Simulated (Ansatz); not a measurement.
**Cs2AgBiBr6: pressure series**

Take Cs₂AgBiBr₆ (space group Fm-3m, No. 225; a = 11.479 Å) as the base.

Cell and atoms are relaxed at each pressure.

Level of theory: DFT with PBE, PAW potentials and a 420 eV plane-wave cutoff in Ansatz (a first-principles code), scalar-relativistic without spin-orbit coupling.

Candidates:
(a) pressure 10 GPa
(b) pressure −1 GPa
(c) pressure 0.7 GPa
(d) pressure 1.5 GPa

Base values:

```
Quantity    Value
--------  -------
Band gap  1.33 eV
```

Question: Order them by band gap, highest first.

Answer: (b) pressure −1 GPa (1.42 eV), (c) pressure 0.7 GPa (1.27 eV), (d) pressure 1.5 GPa (1.22 eV), (a) pressure 10 GPa (0.87 eV)

Spin-orbit coupling, missing from the scalar runs, can matter with Bi. Load acts through the strain it causes; cell and atoms are relaxed under it. No phonon test of stability was made. No other phases were tried under pressure.
